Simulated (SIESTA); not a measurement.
Worked example: self-consistent single point of HfO2 (P4_2/nmc, 6 atoms in the cell) in SIESTA.

Computed with GGA PBE, numerical atomic orbitals DZP, PseudoDojo PBE standard norm-conserving potentials (rewritten from UPF to PSML) run with SIESTA.

The change in words: lattice scaled by 0.98. Reference geometry:
```
CELL_PARAMETERS angstrom
      3.61068     0.00000     0.00000
      0.00000     3.61068     0.00000
      0.00000     0.00000     5.24840
ATOMIC_POSITIONS crystal
  Hf 0.50000 0.50000 0.50000
  Hf 0.00000 0.00000 0.00000
  O  0.00000 0.50000 0.69721
  O  0.00000 0.50000 0.19721
  O  0.50000 0.00000 0.80279
  O  0.50000 0.00000 0.30279
```

Reference input (self-consistent single point, DFT, GGA PBE, numerical atomic orbitals DZP, PseudoDojo PBE standard norm-conserving potentials (rewritten from UPF to PSML)): XC.functional = GGA; XC.authors = PBE; potentials = PseudoDojo PBE standard; PAO.BasisSize = DZP; PAO.EnergyShift = 0.005 Ry; MeshCutoff = 400 Ry; kgrid.MonkhorstPack = 5 5 3; OccupationFunction = FD; ElectronicTemperature = 0.05 eV; MaxSCFIterations = 150; SCF.Mixer.Method = Pulay; SCF.Mixer.Weight = 0.1. This run's input differs from it in these lines:

```diff
@@ -12,5 +12,5 @@
 %block LatticeVectors
-     3.610679000    0.000000000    0.000000000
-     0.000000000    3.610679000    0.000000000
-     0.000000000    0.000000000    5.248404000
+     3.538465000    0.000000000    0.000000000
+     0.000000000    3.538465000    0.000000000
+     0.000000000    0.000000000    5.143436000
 %endblock LatticeVectors
@@ -18,8 +18,8 @@
 %block AtomicCoordinatesAndAtomicSpecies
-     1.805339500    1.805339500    2.624202000  1
+     1.769232500    1.769232500    2.571718000  1
      0.000000000    0.000000000    0.000000000  1
-     0.000000000    1.805339500    3.659239753  2
-     0.000000000    1.805339500    1.035037753  2
-     1.805339500    0.000000000    4.213366247  2
-     1.805339500    0.000000000    1.589164247  2
+     0.000000000    1.769232500    3.586055014  2
+     0.000000000    1.769232500    1.014337014  2
+     1.769232500    0.000000000    4.129098986  2
+     1.769232500    0.000000000    1.557380986  2
 %endblock AtomicCoordinatesAndAtomicSpecies
```

Output (repeated stretches shortened):

```
        iscf     Eharris(eV)        E_KS(eV)     FreeEng(eV)     dDmax    Ef(eV) dHmax(eV)
   scf:    1    -4831.720848    -4866.288129    -4866.288129  1.693695 -3.259096 10.235722
   scf:    2    -4877.625651    -4872.243028    -4872.243028  0.098051 -3.954198  7.434812
   scf:    3    -4880.861243    -4879.515472    -4879.515472  0.281339 -4.293581  0.972542
   scf:    4    -4878.015721    -4879.098513    -4879.098513  0.088720 -5.556670  1.896461
   scf:    5    -4879.634257    -4879.615061    -4879.615061  0.115700 -3.335895  0.339006
   [... 3 lines left out ...]
   scf:    9    -4879.633033    -4879.633033    -4879.633033  0.000241 -3.208117  0.000129
   scf:   10    -4879.633033    -4879.633033    -4879.633033  0.000025 -3.208312  0.000370
   scf:   11    -4879.633033    -4879.633033    -4879.633033  0.000025 -3.208177  0.000004
   scf:   12    -4879.633033    -4879.633033    -4879.633033  0.000001 -3.208177  0.000003
SCF Convergence by DM+H criterion
max |DM_out - DM_in|         :     0.0000005474
max |H_out - H_in|      (eV) :     0.0000034325
SCF cycle converged after 12 iterations

Using DM_out to compute the final energy and forces

siesta: E_KS(eV) =            -4879.6330

siesta: E_KS - E_eggbox =     -4879.6330

siesta: Atomic forces (eV/Ang):
     1    0.000000    0.000000   -0.000000
     2   -0.000000    0.000000    0.000000
     3    0.000000    0.000000    0.429130
     4   -0.000000   -0.000000    0.429130
     5   -0.000000    0.000000   -0.429130
     6    0.000000    0.000000   -0.429130
   Tot    0.000000    0.000000    0.000000
   Max    0.429130
   Res    0.202294    sqrt( Sum f_i^2 / 3N )
   Max    0.429130    constrained

   [... lines left out ...]
siesta: FreeEng =     -4879.633033
   [... lines left out ...]
siesta:    -0.113574    0.000000   -0.000000
siesta:     0.000000   -0.113574    0.000000
siesta:    -0.000000   -0.000000   -0.103139

siesta: Cell volume =         64.399597 Ang**3

siesta: Pressure (static):
siesta:                Solid            Molecule  Units
siesta:           0.00119909          0.00122536  Ry/Bohr**3
siesta:           0.11009542          0.11250782  eV/Ang**3
siesta:         176.39230291        180.25739510  kBar
```

The run converged in 12 iterations. Against the reference run the free energy rises by 37.4 meV/atom, the pressure goes from 1.02 to 17.64 GPa, the largest force goes from 0.097 to 0.429 eV/Å and the gap on the mesh goes from 4.395 to 4.603 eV.

The starting cell comes from a database of computed structures (which also holds hypothetical and non-ambient phases and stackings), without a prior relaxation at this level. Its lattice was rescaled by a random factor within 2.5 % of one. For this run, on top of that: lattice scaled by 0.98. Spin-orbit coupling is off. Values carry the incompleteness of an atom-centred basis. With a pressure of about 18 GPa the cell is away from its equilibrium volume at this level.

Cost on one core of a shared machine: roughly 2 min.
